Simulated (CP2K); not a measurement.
# Input and output of a self-consistent single point for CaI2 (P-3m1, 3 atoms in the cell) (CP2K)

Method: PBEsol, GPW, DZVP-MOLOPT-SR-GTH basis, GTH-PBE potentials (GTH_POTENTIALS) run with CP2K.

The input file:

```
&GLOBAL
  PROJECT bulk
  RUN_TYPE ENERGY_FORCE
  PRINT_LEVEL LOW
&END GLOBAL
&FORCE_EVAL
  METHOD Quickstep
  STRESS_TENSOR ANALYTICAL
  &DFT
    BASIS_SET_FILE_NAME BASIS_MOLOPT
    POTENTIAL_FILE_NAME GTH_POTENTIALS
    &QS
      METHOD GPW
      EPS_DEFAULT 1E-10
    &END QS
    &MGRID
      CUTOFF 500
      REL_CUTOFF 60
      NGRIDS 5
    &END MGRID
    &SCF
      SCF_GUESS ATOMIC
      EPS_SCF 1E-6
      MAX_SCF 100
      ADDED_MOS 5
      &DIAGONALIZATION
        ALGORITHM STANDARD
      &END DIAGONALIZATION
      &MIXING
        METHOD BROYDEN_MIXING
        ALPHA 0.4
        NBUFFER 10
        BETA 1.5
      &END MIXING
    &END SCF
    &KPOINTS
      SCHEME MONKHORST-PACK 5 5 3
    &END KPOINTS
    &XC
      &XC_FUNCTIONAL
        &PBE
          PARAMETRIZATION PBESOL
        &END PBE
      &END XC_FUNCTIONAL
    &END XC
    &PRINT
      &MO
        EIGENVALUES T
        OCCUPATION_NUMBERS T
        NDIGITS 8
        FILENAME mo
        &EACH
          QS_SCF 0
        &END EACH
        ADD_LAST NUMERIC
      &END MO
      &MULLIKEN OFF
      &END MULLIKEN
    &END PRINT
  &END DFT
  &SUBSYS
    &CELL
      A 4.52897000 0.00000000 0.00000000
      B -2.26448500 3.92220300 0.00000000
      C 0.00000000 0.00000000 7.20983000
      PERIODIC XYZ
    &END CELL
    &COORD
      SCALED
      Ca       0.00000000     0.00000000     0.00000000
      I        0.33333300     0.66666700     0.24430000
      I        0.66666700     0.33333300     0.75570000
    &END COORD
    &KIND Ca
      BASIS_SET DZVP-MOLOPT-SR-GTH-q10
      POTENTIAL GTH-PBE-q10
    &END KIND
    &KIND I
      BASIS_SET DZVP-MOLOPT-SR-GTH-q7
      POTENTIAL GTH-PBE-q7
    &END KIND
  &END SUBSYS
  &PRINT
    &FORCES ON
    &END FORCES
    &STRESS_TENSOR ON
    &END STRESS_TENSOR
  &END PRINT
&END FORCE_EVAL
```

Output, abridged:

```
 GLOBAL| Method name                                                        CP2K
 GLOBAL| Project name                                                       bulk
 GLOBAL| Run type                                                   ENERGY_FORCE

 TOTAL NUMBERS AND MAXIMUM NUMBERS

  Total number of            - Atomic kinds:                                   2
                             - Atoms:                                          3
                             - Shell sets:                                     3
                             - Shells:                                        16
                             - Primitive Cartesian functions:                 16
                             - Cartesian basis functions:                     43
                             - Spherical basis functions:                     40

  Maximum angular momentum of- Orbital basis functions:                        2
                             - Local part of the GTH pseudopotential:          2
                             - Non-local part of the GTH pseudopotential:      4

 SCF PARAMETERS         Density guess:                                    ATOMIC
                        max_scf:                                             100
                        max_diis:                                              4
                        eps_scf:                                        1.00E-06
                        eps_diis:                                       1.00E-01
                        eps_eigval:                                     1.00E-05
                        level_shift [a.u.]:                             0.000000
                        added MOs                                         5    0
                        Mixing method:                            BROYDEN_MIXING
                                                charge density mixing in g-space
                        No outer SCF

 Extrapolation method: initial_guess

 Number of electrons:                                                         24
 Number of occupied orbitals:                                                 12
 Number of molecular orbitals:                                                17

 Number of orbital functions:                                                 40
 Number of independent orbital functions:                                     40

 SCF WAVEFUNCTION OPTIMIZATION

  Step     Update method      Time    Convergence         Total energy    Change
     1 NoMix/Diag. 0.40E+00      -     1.85104301       -59.7768934035 -5.98E+01
     2 Broy./Diag. 0.40E+00      -     0.00346478       -59.5319628616  2.45E-01
     3 Broy./Diag. 0.40E+00      -     0.01197343       -59.5855574232 -5.36E-02
     4 Broy./Diag. 0.40E+00      -     0.00416773       -59.6680381903 -8.25E-02
     5 Broy./Diag. 0.40E+00      -     0.00404332       -59.6954837978 -2.74E-02
     6 Broy./Diag. 0.40E+00      -     0.00103558       -59.7021398406 -6.66E-03
     7 Broy./Diag. 0.40E+00      -     0.00022875       -59.7022754379 -1.36E-04
   [... 4 lines left out ...]
    12 Broy./Diag. 0.40E+00      -     0.00001192       -59.6984160034  9.42E-05
    13 Broy./Diag. 0.40E+00      -     0.00000664       -59.6984520385 -3.60E-05
    14 Broy./Diag. 0.40E+00      -     0.00000141       -59.6984321633  1.99E-05
    15 Broy./Diag. 0.40E+00      -     0.00000168       -59.6983915850  4.06E-05
    16 Broy./Diag. 0.40E+00      -     0.00000042       -59.6983938106 -2.23E-06

  *** SCF run converged in    16 steps ***

  Electronic density on regular grids:        -23.9999999997        0.0000000003
  Core density on regular grids:               23.9999999964       -0.0000000036
  Total charge density on r-space grids:       -0.0000000033
  Total charge density g-space grids:          -0.0000000033

  Overlap energy of the core charge distribution:               0.00000000000000
  Self energy of the core charge distribution:               -121.69858645116666
  Core Hamiltonian energy:                                     26.74045276032399
  Hartree energy:                                              44.80330616953373
  Exchange-correlation energy:                                 -9.54356628925850

  Total energy:                                               -59.69839381056745

 ENERGY| Total FORCE_EVAL ( QS ) energy [hartree]            -59.698406581035947

 FORCES| Atomic forces [hartree/bohr]
 FORCES|   Atom     x               y               z               |f|
 FORCES|      1  9.07658263E-14  1.92836717E-09 -1.27129758E-08   1.28583962E-08
 FORCES|      2  8.40689544E-08 -4.48072309E-08 -4.10359896E-04   4.10359907E-04
 FORCES|      3 -8.40688732E-08  4.28822597E-08  4.10372604E-04   4.10372615E-04
 FORCES| Sum     1.71969630E-13  3.39604094E-12 -4.36124265E-12
 FORCES| Total atomic force                                       5.53019937E-12

 STRESS| Analytical stress tensor [bar]
 STRESS|                        x                   y                   z
 STRESS|      x       -7.16011617272E+03  -7.50668981686E-02   1.98372035746E-01
 STRESS|      y       -7.50668981686E-02  -7.16018929232E+03  -1.03588150598E-01
 STRESS|      z        1.98372035746E-01  -1.03588150598E-01  -3.87231121729E+03
 STRESS| 1/3 Trace                                            -6.06420556077E+03
```

The run converged in 16 iterations.

The starting cell comes from a database of computed structures (which also holds hypothetical and non-ambient phases and stackings), without a prior relaxation at this level. Values carry the incompleteness of an atom-centred basis. The potentials were made for another functional than the one used.
